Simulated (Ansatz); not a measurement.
The starting structures come from a database of crystals and need not be the phases stable at ambient conditions.

By PBEsol, the system below comes out a metal.

```
CELL_PARAMETERS angstrom
      3.56237     0.00000     0.00000
      0.00000     3.56237     0.00000
      0.00000     0.00000     3.56237
ATOMIC_POSITIONS crystal
  Y  0.00000 0.00000 0.00000
  Zn 0.50000 0.50000 0.50000
```

Space group of this cell: Pm-3m, CsCl type. The cell is taken as given; by PBEsol its mean pressure is -2.1 GPa.

The current flows along the normal of the first two printed cell vectors, the (001) plane of the conventional cell. No spin-orbit coupling; the value is a mean over 0.1 eV about the Fermi level.

Task: Predict the ballistic conductance per area from PBEsol run with Ansatz (a quantum-chemistry and plane-wave program).

Result: 0.70 × 10¹⁵ S/m² for both spins.
